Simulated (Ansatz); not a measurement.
# Response to strain in ZnGeP2

Base system: ZnGeP2 in the chalcopyrite structure (space group I-42d, No. 122; a = 5.3740 Å, c = 10.6255 Å). Axes: x, y, z lie along a, b, c of the conventional cell.

Strains are applied to the cell and any free atomic positions relax.

Calculations: DFT with LDA, PAW potentials and a 420 eV plane-wave cutoff in Ansatz (a program for electronic structure), spin-orbit coupling left out.

Candidates:
(a) uniaxial strain ε_zz = +0.75 %
(b) uniaxial strain ε_zz = +2.25 %
(c) uniaxial strain ε_zz = +3.00 %

Notes on the quantities. energy relative to the base: free energy F.

Q: Order them by energy relative to the base, highest first.

A: (c) uniaxial strain ε_zz = +3.00 % (+7.3 meV/atom), (b) uniaxial strain ε_zz = +2.25 % (+4.1 meV/atom), (a) uniaxial strain ε_zz = +0.75 % (+0.5 meV/atom)

Whether these cells are dynamically stable was not tested.
